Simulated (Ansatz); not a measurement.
Input and output of a self-consistent single point for a (001) slab of BaTiO3 (cut from a parent of space group no. 99; 10 atoms in the cell) (Ansatz, an electronic-structure program).

Level of theory: PBE (plane waves, PAW; Ansatz).

The change in words: vacuum of 10 angstrom (first run: 14 Å); efield.axis: default → 3; efield.dipole_correction: default → true. Reference geometry:
```xyz
10
Lattice="3.9701 0.0000 0.0000 0.0000 3.9701 0.0000 0.0000 0.0000 20.0820" Properties=species:S:1:pos:R:3 pbc="T T T"
Ba     0.0000     0.0000     9.0622
Ti     1.9850     1.9850     7.1045
O      1.9850     1.9850     8.9697
O      0.0000     1.9850     7.0000
O      1.9850     0.0000     7.0000
Ba     0.0000     0.0000    13.0820
Ti     1.9850     1.9850    11.1243
O      1.9850     1.9850    12.9895
O      0.0000     1.9850    11.0198
O      1.9850     0.0000    11.0198
```

Reference input (self-consistent single point, DFT, PBE, plane waves, default PAW files): basis.ecutwfc = 30.9 Ry; kpoints.mp_grid.grid = 6 6 1; hamiltonian.xc = pbe; hamiltonian.pseudopotentials = {kind: paw} (the program's default PAW files); scf.occupations.method = fermi_dirac; scf.occupations.width = 0.0015 Ry. This run's input differs from it in these lines:

Ansatz 0.2 input:
```diff
@@ -4,14 +4,14 @@
     - [0.00000000, 3.97005000, 0.00000000]
-    - [0.00000000, 0.00000000, 20.08199400]
+    - [0.00000000, 0.00000000, 16.08199300]
   atoms:
-    - { symbol: Ba, position: [0.00000000, 0.00000000, 0.45126000] }
-    - { symbol: Ti, position: [0.50000000, 0.50000000, 0.35377500] }
-    - { symbol: O, position: [0.50000000, 0.50000000, 0.44665400] }
-    - { symbol: O, position: [0.00000000, 0.50000000, 0.34857100] }
-    - { symbol: O, position: [0.50000000, 0.00000000, 0.34857100] }
-    - { symbol: Ba, position: [0.00000000, 0.00000000, 0.65142900] }
-    - { symbol: Ti, position: [0.50000000, 0.50000000, 0.55394400] }
-    - { symbol: O, position: [0.50000000, 0.50000000, 0.64682300] }
-    - { symbol: O, position: [0.00000000, 0.50000000, 0.54874000] }
-    - { symbol: O, position: [0.50000000, 0.00000000, 0.54874000] }
+    - { symbol: Ba, position: [0.00000000, 0.00000000, 0.43913700] }
+    - { symbol: Ti, position: [0.50000000, 0.50000000, 0.31740500] }
+    - { symbol: O, position: [0.50000000, 0.50000000, 0.43338500] }
+    - { symbol: O, position: [0.00000000, 0.50000000, 0.31090700] }
+    - { symbol: O, position: [0.50000000, 0.00000000, 0.31090700] }
+    - { symbol: Ba, position: [0.00000000, 0.00000000, 0.68909300] }
+    - { symbol: Ti, position: [0.50000000, 0.50000000, 0.56736100] }
+    - { symbol: O, position: [0.50000000, 0.50000000, 0.68334200] }
+    - { symbol: O, position: [0.00000000, 0.50000000, 0.56086300] }
+    - { symbol: O, position: [0.50000000, 0.00000000, 0.56086300] }
 basis:
@@ -25,2 +25,5 @@
     kind: paw
+efield:
+  axis: 3
+  dipole_correction: true
 scf:
@@ -32,3 +35,2 @@
   eigenvalues: true
-  stress: true
```

Log, with long lists cut:

```
SCF iter   1: F=—  HF=-20317.123718 eV  |F-HF|=—  |Δ(HF+E_count)|=         —  Δρ=7.33e-3  dr2=6.54e-1  ethr=1.77e-3  p=0.403 e·Å  D=2.88e-1 V/Å  ΔV_dip=-4.63 eV  dr2_dipole=7.10e-1  V_vac-E_F(+/−)=0.86/5.53 eV  ⟨swp⟩=9.3  Hψ=2566  notcnv=0  defer=2
all-band conjugate gradients solve this SCF's bands
efield: sawtooth ramp at fractional position 0.9500 (placed from the atoms, in the widest stretch of the axis that holds none …
   [... lines left out ...]
WARN: efield: at this solve's end the planar-averaged density reaches 1.20e-3 e/Å³ inside the ramp window [0.8878, 0.1122] (bound 1e-5 e/Å³) …
SCF 1 converged in 16 iterations: F = -20317.107621 eV  dr2 = 3.21e-8
Free energy (F): -20317.107621 eV
Internal energy: -20317.104645 eV  (E = F + TS)
E sigma→0 (E₀):  -20317.106133 eV
Entropy (-TS):   -0.002976 eV (-0.298 meV/atom)
Fermi energy:    4.394353 eV
Dipole field:    D = 0.281446 V/Å  (p = 0.394244 e·Å, saw-weighted, corrected)
Work function:   Φ+ = withheld (plateau slope 1.8e-1 eV/Å)   Φ− = withheld (plateau slope 1.9e-2 eV/Å)
Levels:          The Fermi level and band energies are counted from a zero that moves with the ramp; work functions are not
Vacuum region:   at the solve's end the planar-averaged density reaches 1.20e-3 e/Å³ inside the ramp window [0.8878, 0.1122] (bound 1e-5 e/Å³)
--- Forces (eV/Å), atoms counted from 1 ---
  atom   1  Ba    -0.00000000     0.00000000    -1.65723025
   [... lines left out ...]
  atom   4  O     -0.00000000     0.00000000    -0.00606043
  atom   5  O      0.00000000     0.00000000    -0.00606043
  atom   6  Ba    -0.00000000     0.00000000    -0.90681591
  atom   7  Ti    -0.00000000    -0.00000000    -1.29654697
  atom   8  O      0.00000000     0.00000000     0.98430502
  atom   9  O      0.00000000    -0.00000000     0.89298344
  atom  10  O      0.00000000    -0.00000000     0.89298344
```

The run converged in 16 iterations. Against the reference run the free energy goes up by 8.9 meV/atom and the largest force goes from 1.621 to 1.657 eV/Å.

The starting cell has typed, rounded lattice constants, without a prior relaxation at this level. The slab is cut from that crystal, and its faces are unrelaxed. Its lattice was rescaled by up to half a per cent. Spin polarisation is off, so a magnetic state, if there is one, cannot be reached. Forces in this geometry exceed 1 eV/Å.
